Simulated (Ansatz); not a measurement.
A relaxation of the atoms of ReTc (P3m1, 2 atoms in the cell) with Ansatz (a quantum-chemistry and plane-wave program).

Method: LDA (PW92), default PAW files made with PBE (plane waves; Ansatz).

The change in words: one atom moved by 0.15 angstrom; relax: default → atoms; relax.f_tol: default → 0.001 eV/Å. Reference geometry:
```
CELL_PARAMETERS angstrom
      2.74105     0.00000     0.00000
     -1.37053     2.37382     0.00000
      0.00000     0.00000     4.42695
ATOMIC_POSITIONS crystal
  Tc 0.66667 0.33333 0.00000
  Re 0.00000 0.00000 0.50000
```

Reference input (self-consistent single point, DFT, LDA (PW92), plane waves, default PAW files made with PBE): basis.ecutwfc = 36.7 Ry; kpoints.mp_grid.grid = 14 14 8; hamiltonian.xc = lda; hamiltonian.pseudopotentials = {kind: paw} (the program's default PAW files); scf.occupations.method = fermi_dirac; scf.occupations.width = 0.0073 Ry. This run's input differs from it in these lines:

```diff
@@ -7,3 +7,3 @@
   atoms:
-    - { symbol: Tc, position_ang: [1.37052737, 0.79127288, 0.00000000] }
+    - { symbol: Tc, position_ang: [1.37052737, 0.79127288, 0.14999831] }
     - { symbol: Re, position_ang: [0.00000000, 0.00000000, 2.21347450] }
@@ -22,2 +22,4 @@
     width: 0.0073 Ry
+relax:
+  f_tol: 0.001
 output:
```

Log, with long lists cut:

```
   [... SCF lines of the steps left out ...]
relax step   1: F+E_penalty+E_count = -15888.91429693 eV  Δ(F+E_penalty+E_count) = +0.000e0 eV  max|allowed force component| = 7.986e-1 eV/Å  Δτ_max = 0.0000 Å  (8 SCF iters, dr2 threshold 1.00e-7 eV, accepted)
relax step   2: F+E_penalty+E_count = -15888.95082686 eV  Δ(F+E_penalty+E_count) = -3.653e-2 eV  max|allowed force component| = 1.680e-1 eV/Å  Δτ_max = 0.0422 Å  (6 SCF iters, dr2 threshold 3.99e-5 eV, accepted)
relax step   3: F+E_penalty+E_count = -15888.95557223 eV  Δ(F+E_penalty+E_count) = -4.745e-3 eV  max|allowed force component| = 3.133e-3 eV/Å  Δτ_max = 0.0320 Å  (6 SCF iters, dr2 threshold 1.76e-6 eV, accepted)
relax step   4: F+E_penalty+E_count = -15888.95557223 eV  Δ(F+E_penalty+E_count) = -1.208e-9 eV  max|allowed force component| = 3.147e-3 eV/Å  Δτ_max = 0.0000 Å  (6 SCF iters, accepted)
relax step   5: F+E_penalty+E_count = -15888.95557490 eV  Δ(F+E_penalty+E_count) = -2.669e-6 eV  max|allowed force component| = 8.352e-5 eV/Å  Δτ_max = 0.0008 Å  (6 SCF iters, accepted)
the relaxation is at rest under the 6 symmetry operations that the run kept from its start: a minimum is not shown …
Free energy (F): -15888.955575 eV
Internal energy: -15888.895802 eV  (E = F + TS)
E sigma→0 (E₀):  -15888.925688 eV
Entropy (-TS):   -0.059773 eV (-29.887 meV/atom)
Fermi energy:    23.053018 eV
--- Forces (eV/Å), atoms counted from 1 ---
  atom   1  Tc     0.00000000    -0.00000000    -0.00008243
  atom   2  Re    -0.00000000     0.00000000     0.00008462
--- Stress (GPa, compression-positive) ---
       -7.624247       0.000000      -0.000000
        0.000000      -7.624247       0.000000
       -0.000000       0.000000      -9.948029
  P = ⅓ Tr σ = -8.3988 GPa (-83.988 kbar)
   [... lines left out ...]
--- Relaxed structure (5 steps of the walk, 5 accepted, 0 SCFs on fresh bases) ---
  F+E_penalty+E_count = -15888.95557490 eV   max|allowed force component| = 8.352e-5 eV/Å
  atoms:
    - { symbol: Tc, position: [0.6666666666666667, 0.33333333333333337, 0.016946544976300906] }
    - { symbol: Re, position: [-2.0245508082753747e-18, -4.8510215968824495e-34, 0.5169364543534859] }
```

The run converged.  The full log also holds: “iter 5 did not close the SCF: its close was put off for the readings that it lacked (scf_convergence_deferred on its scf_iter line)”. The full log also holds: “iter 5 did not close the SCF: its close was put off for the readings that it lacked (scf_convergence_deferred on its scf_iter line)”.

Summary of the result:
- Free energy E − TS (on the zero of these files): -15888.9556 eV
- Fermi level (on the code's own zero): 23.05 eV
- Pressure: -8.40 GPa
- Relaxation steps: 5

The starting cell comes from a database of computed structures (which also holds hypothetical and non-ambient phases and stackings), without a prior relaxation at this level. Its lattice was rescaled by up to half a per cent. For this run, on top of that: one atom moved by 0.15 angstrom. Spin polarisation is off. The relaxation keeps the symmetry of its start, so its end need not be a minimum. Ansatz's pressure includes its estimate of the finite-basis (Pulay) stress. The cutoff lies below the one recommended for these files.

Cost on one core of a shared machine: roughly 50 s.

Keys are those of Ansatz 0.2.
